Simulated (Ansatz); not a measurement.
**How far PBE and r2SCAN part for InP, P → Al**

The parent structure is InP in the zinc blende structure (space group F-43m, No. 216; a = 5.960 Å).

(Cell as relaxed with PBE.)

Levels (all Ansatz, a first-principles code, PAW): PBE (420 eV, without spin-orbit coupling); r2SCAN (500 eV, no spin-orbit coupling).

Each level relaxes its own structure.

```csv
base,PBE,r2SCAN
volume per atom,26.46 Å³,25.76 Å³
lattice parameter a,5.960 Å,5.907 Å
band gap,0.44 eV,1.03 eV
```

It is then changed as follows: Al takes the place of P on all its sites; the structure is relaxed again.

| quantity | PBE | r2SCAN |
|---|---|---|
| shortest interatomic distance | 2.750 Å | ___ |
| band gap | zero | ___ |

Given the PBE results, estimate those of r2SCAN.


- shortest interatomic distance, r2SCAN: 2.722 Å
- band gap, r2SCAN: zero

PBE's shortest interatomic distance lies 0.028 Å above r2SCAN's (1.0 %); the two agree on the band gap. Neither level is exact; r2SCAN is the comparison here, not a measurement.

Whether these cells are dynamically stable was not tested. As relaxed here, AlIn is a hypothetical phase, not in the database extracts checked.
